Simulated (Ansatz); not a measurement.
The parent structure is ZnSe in the zinc blende structure (space group F-43m, No. 216; a = 5.666 Å).

Computed with r2SCAN (Ansatz, a quantum-chemistry and plane-wave program), scalar-relativistic without spin-orbit coupling, earlier PAW set.

Base values:

* **Gap character**: direct at Γ
* **Volume per atom**: 22.74 Å³
* **Band gap**: 1.86 eV

It is then changed as follows: every Se is replaced by S; the structure is relaxed again.

Problem. How does this affect the gap character?

Solution. The gap character stays direct at Γ.

Problem. Predict the new volume per atom.

Solution. The volume per atom decreases by 3.16 Å³ to 19.58 Å³.

Problem. What happens to the band gap?

Solution. The band gap goes up by 0.835 eV (1.86 eV → 2.70 eV).

Whether these cells are dynamically stable was not tested.
